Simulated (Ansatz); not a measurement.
ZrS2: energy against volume

ZrS2 (1T layered, P-3m1, 20.475 Å³/atom and stress up to 0.01 GPa in the relaxed cell, c along z) under hydrostatic pressure, with the cell free. PBEsol-D3(BJ) in Ansatz, a plane-wave DFT program (PAW, default set), 420 eV, 11×11×6 Γ-centred mesh, Fermi-Dirac smearing 0.05 eV; ions are relaxed, or left where forces stay under 0.02 eV/Å, within the symmetry of each cell. Against the start cell, which lies near the measured one, the relaxed cell differs by -9.0 % in volume and -4.8 % in c; the values below rest on it.

Here V stands for volume and E for E less E0.

| volume (Å³/atom) | E less E0 (meV/atom) | pressure (GPa) |
|---|---|---|
| 21.7179 | 8.62 | -2.00 |
| 20.9871 | 1.63 | -0.99 |
| 20.4753 | 0.00 | 0.00 |
| 20.3431 | 0.13 | 0.30 |
| 20.1777 | 0.66 | 0.69 |
| 19.8761 | 2.76 | 1.49 |
| 19.3919 | ? | ? |

Problem. Using the third-order Birch-Murnaghan form, a cubic in V^(-2/3), estimate the missing E at V = 19.3919 from the other rows, showing the fit.

Solution. With u = V^(-2/3) - 0.1332, the rows have u = -0.0047340, -0.0017688, 0.0004123, 0.0009905, 0.0017229, 0.0030843. Least squares gives E = 0.057 - 282.9·u + 354803·u² + 6858445·u³. Residuals (row less fit): 0.000, 0.001, -0.001, -0.002, 0.002, -0.001; standard error 0.002 (degrees of freedom: 2). Its minimum lies at u = 0.0003942, so V0 = (0.1335942)^(-3/2) = 20.48. There d²E/du² = 725800 and d³E/du³ = 4.115e7, so B0 = (4/9) × 20.48^(-7/3) × 725800 × 0.160218 = 45.0 GPa (the last factor turns the table's units into GPa), and B0' = 4 + (2/3) × 0.1335942 × (4.115e7)/725800 = 9.0. B0' rests on the cubic coefficient alone and has a standard error of 0.1 from these residuals. At the withheld row, u = 0.0053436, so E = 0.057 - 282.9 × 0.0053436 + 354803 × 0.0053436² + 6858445 × 0.0053436³ = 9.723 meV/atom. The calculation gives 9.57 meV/atom, 0.153 meV/atom below the prediction (1.6 % of the range of E in the table). The row lies outside the fitted rows, so this is an extrapolation. The scatter of the fitted rows lies at the last printed digit.

This level leaves no gap over 0.05 eV at pressure 3.0 GPa. Other structures, which can take over under pressure, weren't tried. The same form fitted to the pressure column gives B0' = 8.9; series where the two differ by over 0.4 aren't shown. Rows are the converged runs of the series near zero and its far end, less any whose ions stayed unrelaxed beside relaxed ones; series whose fitted rows scatter by over a few per cent of the range, as at a crossing or softening among them, aren't shown in this form.
